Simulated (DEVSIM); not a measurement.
System: TaN/Al2O3/n-Si capacitor, at 300 K.

```
layer (left to right)  material  thickness (nm)  Nd (cm⁻³)
---------------------  --------  --------------  ---------
1                         Al2O3            20.0          -
2                            Si            3400     5.8e15
```

Metal gate on the left, work function 4.4 eV. Fixed charge at the semiconductor interface 2.5e11 cm⁻² (in units of +e); no interface traps.

Constants are typed, rounded textbook-type inputs, not results; the design itself was drawn at random and stands for no fabricated device. Values at 300 K.

| parameter | Al2O3 | Si |
|---|---|---|
| gap (eV) | 6.8 | 1.124 |
| affinity (eV) | 1.35 | 4.05 |
| permittivity | 9 | 11.7 |
| Nc (cm⁻³) | - | 2.86e19 |
| Nv (cm⁻³) | - | 3.1e19 |

DEVSIM, 1D Poisson equation in equilibrium, Boltzmann statistics, complete ionisation; no quantum confinement or tunnelling. Metal contacts follow the ideal Schottky-Mott rule: no Fermi-level pinning, no interface dipoles.

Problem. Tabulate band edges, carrier densities and field at 1.5 V on the gate.

Solution. Energies count from the Fermi level of the right contact; mesh points crowd at the junctions.

```csv
x (μm),Ec (eV),Ev (eV),n (cm⁻³),p (cm⁻³),field (V/cm)
0.000,1.550,-5.250,< 1e2,< 1e2,580000
0.001465,1.634,-5.166,< 1e2,< 1e2,580000
0.004558,1.812,-4.988,< 1e2,< 1e2,580000
0.01097,2.181,-4.619,< 1e2,< 1e2,580000
0.01757,2.561,-4.239,< 1e2,< 1e2,580000
0.01954,2.675,-4.125,< 1e2,< 1e2,580000
0.02077,0.028,-1.096,9.7e18,< 1e2,280000
0.02474,0.087,-1.037,1.0e18,120,88000
0.03261,0.130,-0.994,1.9e17,620,36000
0.05095,0.170,-0.954,4.0e16,2900,14000
0.09374,0.201,-0.923,1.2e16,9800,3900
0.2558,0.219,-0.905,6.0e15,19000,150
0.5716,0.220,-0.904,5.8e15,20000,≈ 0
1.308,0.220,-0.904,5.8e15,20000,≈ 0
2.667,0.220,-0.904,5.8e15,20000,≈ 0
3.098,0.220,-0.904,5.8e15,20000,≈ 0
3.283,0.220,-0.904,5.8e15,20000,≈ 0
3.362,0.220,-0.904,5.8e15,20000,≈ 0
3.402,0.220,-0.904,5.8e15,20000,≈ 0
3.413,0.220,-0.904,5.8e15,20000,≈ 0
3.418,0.220,-0.904,5.8e15,20000,≈ 0
3.420,0.220,-0.904,5.8e15,20000,≈ 0
```
